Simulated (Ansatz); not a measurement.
System: L1₂ (Cu3Au-type) Al3Sc. Method: PBEsol in Ansatz (plane waves, PAW).

Input file:

Ansatz 0.2 input:
```yaml
crystal:
  lattice:
    - [4.0716288924, 0.0, 0.0]
    - [0.0, 4.0716288924, 0.0]
    - [0.0, 0.0, 4.0716288924]
  atoms:
    - { symbol: Sc, position: [0.0, 0.0, 0.0] }
    - { symbol: Al, position: [0.0, 0.5, 0.5] }
    - { symbol: Al, position: [0.5, 0.0, 0.5] }
    - { symbol: Al, position: [0.5, 0.5, 0.0] }
basis:
  ecutwfc: 520
  ecutrho_ratio: 4
  xc_grid: 2
kpoints:
  mp_grid: { grid: [14, 14, 14] }
hamiltonian:
  xc: pbesol
  dispersion: none
  pseudopotentials: { kind: paw }
scf:
  occupations: { method: fermi_dirac, width: 0.05 }
  convergence: { dr2_threshold: 0.0000000004 }
output:
  forces: true
  stress: true
  eigenvalues: true
```

The run printed, among other lines:

```
Crystal: 4 atoms, lattice volume = 67.500 Å³
Basis set: ecut = 520 eV, 1839 PW (Γ), exchange–correlation on 64×64×64 points (8 copies of the dense FFT grid, shifted against one another)
Bands: 14, of which v1, the nominal top of the filled ones, is band 10 counted from 1 (9 counted from 0)
Symmetry: 48 space group operations
Space group: Pm-3m (ITA 221), of the structure as read, at distance tolerance 4.1e-5 Å
k-points: 120 of 2744
Functional: x = pbesol(κ = 0.804, μ = 0.12345679012345678), c = pbesol(β = 0.046)
SCF iter   1: F=—  HF=-3686.918539 eV  |F-HF|=—  |Δ(HF+E_count)|=         —  Δρ=3.04e-3  dr2=1.68e-2
SCF iter   2: F=—  HF=-3686.915189 eV  |F-HF|=—  |Δ(HF+E_count)|=   3.35e-3  Δρ=1.87e-3  dr2=5.37e-3
  ...
SCF iter   6: F=—  HF=-3686.913473 eV  |F-HF|=—  |Δ(HF+E_count)|=   1.19e-6  Δρ=3.12e-6  dr2=5.42e-9
SCF iter   7: F=-3686.913473 eV  HF=-3686.913473 eV  |F-HF|=6.14e-11  |Δ(HF+E_count)|=  7.47e-10  Δρ=5.77e-7  dr2=1.69e-10
SCF 1 converged in 7 iterations: F = -3686.913473 eV  dr2 = 1.69e-10
SCF converged after 7 iterations
Free energy (F): -3686.913473 eV
Internal energy: -3686.903115 eV  (E = F + TS)
E sigma→0 (E₀):  -3686.908294 eV
Fermi energy:    9.314816 eV
--- Forces (eV/Å), atoms counted from 1 ---
  atom   1  Sc    -0.00000000     0.00000000     0.00000000
  atom   2  Al     0.00000000    -0.00000000     0.00000000
  atom   3  Al    -0.00000000    -0.00000000     0.00000000
  atom   4  Al     0.00000000    -0.00000000     0.00000000
--- Stress (GPa, compression-positive) ---
        0.007642      -0.000000       0.000000
        0.000000       0.007642       0.000000
        0.000000       0.000000       0.007642
  P = ⅓ Tr σ = 0.0076 GPa (0.076 kbar)
```

The PAW data were made under PBE.

It cost very roughly 11 core-seconds of CPU time.

Ansatz is an electronic-structure program.
